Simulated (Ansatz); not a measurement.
A self-consistent single point of BN (F-43m, 2 atoms in the cell) with Ansatz (a first-principles code).

Method: PBE, harder PAW files (source: ansatz) (plane waves; Ansatz).

```
CELL_PARAMETERS angstrom
      0.00000     1.83149     1.83149
      1.83149     0.00000     1.83149
      1.83149     1.83149     0.00000
ATOMIC_POSITIONS crystal
  B  0.00000 0.00000 0.00000
  N  0.75000 0.75000 0.75000
```

Reference input (self-consistent single point, DFT, PBE, plane waves, harder PAW files (source: ansatz)): basis.ecutwfc = 870 eV; kpoints.mp_grid.grid = 15 15 15; hamiltonian.xc = pbe; hamiltonian.pseudopotentials = {kind: paw, source: ansatz}; scf.occupations.method = fixed. This run's input differs from it in these lines:

Ansatz 0.2 input:
```diff
@@ -12,3 +12,3 @@
 kpoints:
-  mp_grid: { grid: [15, 15, 15] }
+  mp_grid: { grid: [12, 12, 12] }
 hamiltonian:
```

Log, with long lists cut:

```
SCF iter   1: F=—  HF=-542.826737 eV  |F-HF|=—  |Δ(HF+E_count)|=         —  Δρ=1.44e-1  dr2=2.04e0  ethr=3.10e-3  ⟨swp⟩=4.3  Hψ=3703  notcnv=0  defer=74
all-band conjugate gradients solve this SCF's bands
preconditioner: auto → none
SCF iter   2: F=—  HF=-542.302681 eV  |F-HF|=—  |Δ(HF+E_count)|=   5.24e-1  Δρ=6.04e-2  dr2=2.51e-1  ethr=3.10e-3  ⟨swp⟩=2.0  Hψ=1672  notcnv=0  defer=53
SCF iter   3: F=—  HF=-542.253683 eV  |F-HF|=—  |Δ(HF+E_count)|=   4.90e-2  Δρ=2.27e-2  dr2=3.98e-2  ethr=3.10e-3  ⟨swp⟩=3.0  Hψ=954  notcnv=0  defer=120
SCF iter   4: F=—  HF=-542.251195 eV  |F-HF|=—  |Δ(HF+E_count)|=   2.49e-3  Δρ=2.89e-3  dr2=3.67e-4  ethr=4.98e-4  ⟨swp⟩=3.0  Hψ=1019  notcnv=0  defer=133
SCF iter   5: F=—  HF=-542.251373 eV  |F-HF|=—  |Δ(HF+E_count)|=   1.78e-4  Δρ=2.88e-4  dr2=5.40e-6  ethr=4.59e-6  ⟨swp⟩=3.0  Hψ=1015  notcnv=0  defer=135
SCF iter   6: F=—  HF=-542.251376 eV  |F-HF|=—  |Δ(HF+E_count)|=   3.59e-6  Δρ=2.15e-5  dr2=1.14e-8  ethr=1.25e-9  ⟨swp⟩=5.1  Hψ=3687  notcnv=0
SCF iter   7: F=-542.251376 eV  HF=-542.251376 eV  |F-HF|=1.84e-10  |Δ(HF+E_count)|=   2.43e-8  Δρ=2.07e-6  dr2=3.79e-10  ethr=1.42e-10  ⟨swp⟩=2.0  Hψ=1936  notcnv=0
SCF 1 converged in 7 iterations: F = -542.251376 eV  dr2 = 3.79e-10
Free energy (F): -542.251376 eV
Internal energy: -542.251376 eV  (E = F + TS)
E sigma→0 (E₀):  -542.251376 eV
Fermi energy:    10.537728 eV
--- Forces (eV/Å), atoms counted from 1 ---
  atom   1  B     -0.00000000     0.00000000    -0.00000000
  atom   2  N      0.00000000     0.00000000    -0.00000000
--- Stress (GPa, compression-positive) ---
      -11.036818       0.000000      -0.000000
        0.000000     -11.036818       0.000000
       -0.000000       0.000000     -11.036818
  P = ⅓ Tr σ = -11.0368 GPa (-110.368 kbar)
  The stress holds the Pulay correction. Without it, at fixed plane waves, as pw.x and ABINIT print it: P = -11.0733 GPa
```

The run converged in 7 iterations. Against the reference run the free energy is nearly the same (within 1 meV/atom), the pressure stays at -11.04 GPa and the gap on the mesh goes from 4.477 to 4.424 eV.

The starting cell comes from a database of computed structures (which also holds hypothetical and non-ambient phases and stackings), without a prior relaxation at this level. Its lattice was rescaled by a random factor within 2.5 % of one. With a pressure of about -11 GPa the cell is away from its equilibrium volume at this level. Ansatz's pressure includes its estimate of the finite-basis (Pulay) stress.
